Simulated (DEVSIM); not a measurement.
Structure: TaN/TiO2/n-InP capacitor, at 300 K.

```csv
layer (left to right),material,thickness (nm),Nd (cm⁻³)
1,TiO2,26.0,-
2,InP,7500,6.9e15
```

Metal gate on the left, work function 4.4 eV. Fixed charge at the semiconductor interface -2.6e10 cm⁻² (in units of +e); no interface traps.

Constants are typed, rounded textbook-type inputs, not results; the design itself was drawn at random and stands for no fabricated device. Values at 300 K; Nc and Nv go as T^1.5, mobilities as T to minus their exponent, the gap by Varshni's rule with the affinity fixed.

```tsv
parameter	TiO2	InP
gap (eV)	3.2	1.344
affinity (eV)	3.9	4.38
permittivity	60	12.5
Nc (cm⁻³)	-	5.7e17
Nv (cm⁻³)	-	1.1e19
Varshni α (eV/K)	-	0.000363
Varshni β (K)	-	162
```

DEVSIM, 1D Poisson equation in equilibrium, Boltzmann statistics, complete ionisation; no quantum confinement or tunnelling. Metal contacts follow the ideal Schottky-Mott rule: no Fermi-level pinning, no interface dipoles.

Base results: minimum of the low-frequency capacitance (μF/cm²) 0.0264; flat-band voltage (V) -0.09; threshold voltage (band bending 2φF) (V) -1.16.

Problem. What follows from this one change: temperature 300 → 250 K?

Solution. minimum of the low-frequency capacitance 0.0264 → 0.0248 μF/cm²; flat-band voltage -0.09 → -0.07 V; threshold voltage (band bending 2φF) -1.16 → -1.21 V.

Problem. What follows from this one change: interface trap density 0 → 1e+10 cm^-2 eV^-1?

Solution. minimum of the low-frequency capacitance 0.0264 → 0.0280 μF/cm²; flat-band voltage little changed (-0.09 V); threshold voltage (band bending 2φF) little changed (-1.16 V).

Problem. What follows from this one change: substrate doping 6.9e+15 → 6.9e+14 cm^-3?

Solution. minimum of the low-frequency capacitance 0.0264 → 0.00902 μF/cm²; flat-band voltage -0.09 → -0.15 V; threshold voltage (band bending 2φF) -1.16 → -1.08 V.

Problem. What follows from this one change: gate work function 4.4 → 4.55 eV?

Solution. minimum of the low-frequency capacitance little changed (0.0261 μF/cm²); flat-band voltage -0.09 → 0.06 V; threshold voltage (band bending 2φF) -1.16 → -1.01 V.

Problem. What follows from this one change: fixed charge -2.6e+10 → -5.426e+12 cm^-2?

Solution. minimum of the low-frequency capacitance little changed (0.0262 μF/cm²); flat-band voltage -0.09 → 0.33 V; threshold voltage (band bending 2φF) -1.16 → -0.73 V.
